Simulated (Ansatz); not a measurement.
Au on the 1x1 (110) surface of zinc-blende InP (cut with top plane In + P), one in a 2x1 cell, energies for each (50.2 Å²). Energies are against an atom of fcc Au, without zero-point or thermal terms; each row is named by its start.

Host crystal: zinc-blende InP, with a band gap (PBE, scalar-relativistic without spin-orbit coupling).

Computed with PBE (plane waves to 420 eV, PAW; Ansatz, a first-principles code).

Model: 21-atom slab, 8.9 Å thick at the start under the adsorbate (thin: gaps and levels are the slab's own), 3x4x1 mesh, Fermi-Dirac 0.01 eV, dipole correction, 8 atoms held, the rest relaxed; each run with such symmetry as its start has; spin-polarised, no spin-orbit, no U, no dispersion correction.

A negative adsorption energy means that the adsorbate is more stable on the surface than in its reference. Starts that drift may end in the same place. Heights count from the host atoms within 0.3 Å of the top one. Moments of ungapped slabs depend on the mesh.

```json
[
 {"starting site": "top P", "E_ads (eV)": "0.76", "height (Å)": "0.39", "nearest host atom (Å)": "P 2.46", "bonded to": "3 In + P", "change of the vacuum step (eV)": "0.03", "lateral drift (Å)": "2.6", "moment (μB)": "0.5"},
 {"starting site": "top In", "E_ads (eV)": "0.80", "height (Å)": "0.61", "nearest host atom (Å)": "P 2.50", "bonded to": "In + 2 P", "change of the vacuum step (eV)": "-0.14", "lateral drift (Å)": "2.8", "moment (μB)": "0.0"},
 {"starting site": "hollow In-In-P-P", "E_ads (eV)": "0.76", "height (Å)": "0.39", "nearest host atom (Å)": "P 2.46", "bonded to": "3 In + P", "change of the vacuum step (eV)": "0.03", "lateral drift (Å)": "0.2", "moment (μB)": "0.5"},
 {"starting site": "hollow beside P", "E_ads (eV)": "0.76", "height (Å)": "0.38", "nearest host atom (Å)": "P 2.46", "bonded to": "3 In + P", "change of the vacuum step (eV)": "0.03", "lateral drift (Å)": "2.1", "moment (μB)": "0.5"},
 {"starting site": "bridge In-P (span 5.2 Å)", "E_ads (eV)": "0.82", "height (Å)": "0.70", "nearest host atom (Å)": "P 2.37", "bonded to": "2 In + P", "change of the vacuum step (eV)": "0.02", "lateral drift (Å)": "0.5", "moment (μB)": "0.7"}
]
```
